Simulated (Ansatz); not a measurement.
Consider GaSb in the zinc blende structure (space group F-43m, No. 216; a = 6.134 Å).

Computed with r2SCAN in Ansatz (plane waves to 500 eV, PAW, no spin-orbit coupling), earlier PAW set.

For the base:

- Hole mass = 0.023, 0.26, 0.26 mₑ (at Γ)
- Gap character = direct at Γ
- Band gap = 0.41 eV

Modification: cell and atoms relaxed at a pressure of 10 GPa.

Estimate the effect on the hole mass, gap character and band gap.

The hole mass (degenerate bands, along [100]) changes from 0.023, 0.26, 0.26 mₑ (at Γ) to 0.068, 0.21, 0.21 mₑ (at Γ); the gap character goes from direct at Γ to indirect, Γ → Γ–X (79 % along); the band gap goes up by 0.48 eV, from 0.41 eV to 0.89 eV.

With Sb present, leaving out spin-orbit coupling can change the band edges. Load acts through the strain it causes; cell and atoms are relaxed under it. Masses are band curvatures over ±0.01 Å⁻¹ around the edge. Stability against distortions was not tested. Tetrahedral semiconductors of this kind turn to denser phases somewhere between about 1 and 50 GPa; those were not computed, so compressed cells here can lie past the real transition.

Ansatz is an electronic-structure program.
